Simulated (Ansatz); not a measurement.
IrCl3 (C2/m, No. 12; cell taken from a computed entry)

Method: LDA (PAW; Ansatz, a quantum-chemistry and plane-wave program).

Settings: plane-wave cutoff 500 eV, 8×8×8 k mesh, gaussian smearing 0.02 eV, no spin polarisation, scalar-relativistic PAW data made under PBE.

Cell (relaxed at this level):

```cif
data_Cl6Ir2
_chemical_formula_sum 'Ir2 Cl6'
_space_group_name_H-M_alt 'P 1'
_space_group_IT_number 1
_cell_length_a 5.97938
_cell_length_b 5.97938
_cell_length_c 5.76035
_cell_angle_alpha 99.292
_cell_angle_beta 99.292
_cell_angle_gamma 120.034
loop_
_space_group_symop_operation_xyz
  'x, y, z'
loop_
_atom_site_label
_atom_site_type_symbol
_atom_site_fract_x
_atom_site_fract_y
_atom_site_fract_z
_atom_site_occupancy
Ir1 Ir 0.16657 0.83343 0.00000 1
Ir2 Ir 0.83343 0.16657 0.00000 1
Cl1 Cl 0.92202 0.57199 0.23203 1
Cl2 Cl 0.07798 0.42801 0.76797 1
Cl3 Cl 0.42801 0.07798 0.76797 1
Cl4 Cl 0.57199 0.92202 0.23203 1
Cl5 Cl 0.77818 0.77818 0.76651 1
Cl6 Cl 0.22182 0.22182 0.23349 1
```

```
Property                       Result
--------  ---------------------------
band gap  1.71 eV (on the SCF k mesh)
```

Note: the relaxation could not lower the start's symmetry, so the cell can be a saddle point above a distorted one.

Spin–orbit coupling is not included.
